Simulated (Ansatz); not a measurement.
## WO3 under a change: biaxial strain +4.57 %, plane normal [001], relaxed out of plane

Consider WO₃ (space group Cmcm, No. 63; a = 5.4539 Å, b = 5.4743 Å, c = 7.4603 Å; a cell from a computed database, its experimental status unchecked). Axes: x, y, z lie along a, b, c of the conventional cell.

Perturbation: tensile biaxial strain of 4.57 % in the plane normal to [001], as in epitaxy on a mismatched substrate; the out-of-plane cell vector and the atoms relax.

Level of theory: PBEsol (Ansatz, a program for electronic structure, PAW, spin-orbit coupling left out). Γ-centred 9×9×5 mesh, Fermi–Dirac width 0.05 eV.

The volume per atom grows by 0.95 Å³ (13.92 Å³ → 14.87 Å³) and the space group remains Cmcm (No. 63). The pressure (mean of the normal stresses, compression positive) goes from zero to -4.68 GPa and the band gap goes up by 0.87 eV (1.35 eV → 2.22 eV). The gap character is still indirect, Y → Γ and the smallest direct gap goes up by 0.85 eV (1.43 eV → 2.28 eV). The out-of-plane strain comes out as -2.32 % and the ratio −ε⊥/ε∥ is 0.51. The mean in-plane stress (compression positive) amounts to -7.0 GPa.

With W present, leaving out spin-orbit coupling can change the band edges. No phonon test of stability was made.
